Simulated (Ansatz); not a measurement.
System: BeAlNO (model structure, started from the AlSiCN type, P3m1, No. 156, 4 atoms in the cell). Method: PBEsol (Ansatz, an electronic-structure program, PAW).

Settings: plane-wave cutoff 520 eV, 12×12×8 k mesh (along the axes of the cell as run), Fermi–Dirac smearing 0.01 eV, scalar-relativistic PAW data made under PBE.

Computed at the level's own relaxed cell.

```
CELL_PARAMETERS angstrom
      2.98434     0.00000     0.00000
     -1.49217     2.58452     0.00000
      0.00000     0.00000     4.65236
ATOMIC_POSITIONS crystal
  Al 0.33333 0.66667 0.51127
  Be 0.66667 0.33333 0.99165
  O  0.33333 0.66667 0.11306
  N  0.66667 0.33333 0.63401
```

Problem. List the 10 lowest band energies at Γ above −25 eV (eV, relative to the valence band maximum), grouping those that round alike.

Solution. At Γ: -18.33, -13.92, -6.33, -2.11 (×2), -0.54, 0.00 (×2), 4.38, 8.17.

Note: the relaxation could raise the start's symmetry but not lower it, so the cell can be a saddle point.

A model structure was made by putting elements into a prototype or built by hand; it is no filed structure, need not be a known phase, and can be a saddle point held by its symmetry.
